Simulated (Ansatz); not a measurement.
The reference is MoTe2 (space group P6_3/mmc, No. 194; a = 3.434 Å, c = 13.329 Å; layered, stacked along the Cartesian z axis).

Computed with Kohn–Sham DFT with the PBEsol-D3(BJ) functional, run in Ansatz (a first-principles code) with PAW and 420 eV plane waves, without spin-orbit coupling.

Base values:

The pressure is 0.00 GPa.

Modification: the cell is scaled by 0.9880 in all directions; the atoms relax in the strained cell.

Question: What does the calculation give for the energy relative to the base, pressure and largest internal atomic displacement after the change?

Answer: The energy goes up by 6.3 meV/atom; the pressure (mean of the normal stresses, compression positive) goes from zero to 2.63 GPa; the largest internal atomic displacement comes out as 0.030 Å.

Stability against distortions was not tested.
